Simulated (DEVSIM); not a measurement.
abrupt GaAs p-n junction

System: abrupt GaAs p-n junction, at 300 K.

```csv
layer (left to right),material,thickness (μm),Nd (cm⁻³),Na (cm⁻³),τn (s),τp (s)
1,GaAs,12.0,-,1.9e17,4e-9,4e-9
2,GaAs,130,4e14,-,4e-9,1.2e-10
```

Left contact: ohmic. Right contact: ohmic. Voltage is applied to the left contact. Recombination: SRH at mid-gap, Auger. Mobility is μmin + (μ − μmin)/(1 + (N/Nref)^α).

The device is made up for the run: typed textbook-type constants, with dimensions and the other settings drawn at random. Values at 300 K.

```csv
parameter,GaAs
gap (eV),1.424
affinity (eV),4.07
permittivity,12.9
Nc (cm⁻³),4.7e17
Nv (cm⁻³),9e18
μn (cm²/Vs),8500
μp (cm²/Vs),400
"μn,min",500
"μp,min",20
"Nref,n",6e16
"Nref,p",1.5e17
αn,0.39
αp,0.38
Cn (cm⁶/s),1e-30
Cp (cm⁶/s),1e-30
```

Model (solved in DEVSIM): 1D drift-diffusion, Boltzmann statistics, complete ionisation; no tunnelling, impact ionisation, image-force lowering or self-heating.

```
Quantity                                           Result
---------------------------------------------  ----------
Potential step across the device at zero bias     1.142 V
Largest field in the device at zero bias       24000 V/cm
Dark forward voltage at 1 A/cm²                   0.946 V
```

Dark reverse current:

```csv
V (V),J (A/cm²)
-0.10,-2.3e-9
-0.25,-3.9e-9
-0.50,-6.1e-9
-0.75,-8.1e-9
-1.00,-9.9e-9
-1.50,-1.3e-8
-2.00,-1.6e-8
-2.50,-1.8e-8
-3.25,-2.2e-8
-4.00,-2.5e-8
-5.00,-2.8e-8
```

Small-signal capacitance in reverse bias (quasi-static):

| V (V) | C (nF/cm²) |
|---|---|
| -0.1 | 5.67 |
| -0.25 | 5.32 |
| -0.5 | 4.87 |
| -0.75 | 4.51 |
| -1 | 4.22 |
| -1.5 | 3.78 |
| -2 | 3.46 |
| -2.5 | 3.20 |
| -3.25 | 2.91 |
| -4 | 2.68 |
| -5 | 2.45 |
